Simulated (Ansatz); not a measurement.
**Pt under a change: Pt vacancy, symmetric start**

The parent structure is a 12-atom supercell of Pt in the fcc (Cu type) structure (space group Fm-3m, No. 225; a = 3.918 Å) at its relaxed geometry.

Perturbation: a neutral Pt vacancy, symmetric start, atoms relaxed at fixed cell.

The values are results of PBEsol, PAW, 420 eV (Ansatz, a program for electronic structure; no spin-orbit coupling), earlier PAW set, not measurements. Settings: 7×5×7 k-points, 0.05 eV Fermi–Dirac smearing.

| quantity | base | changed | shift |
|---|---|---|---|
| pressure | -0.1 GPa | -8.8 GPa | -8.7 GPa |
| energy gained by relaxation | – | 0.10 eV | – |
| largest displacement of a host atom from its site in the perfect cell | – | 0.06 Å | – |
| mean distance from the defect site to its nearest host atoms | 2.77 Å | 2.75 Å | -0.02 Å |

In so small a cell the defect repeats every few ångströms: this is an ordered compound, not a dilute defect. The defect started on the symmetric site and kept its symmetry, so it may sit on a saddle. The final runs are not spin-polarised. Pt lies near a magnetic instability that expansion can trigger; it was not tested. The defect cell is not spin-polarised.
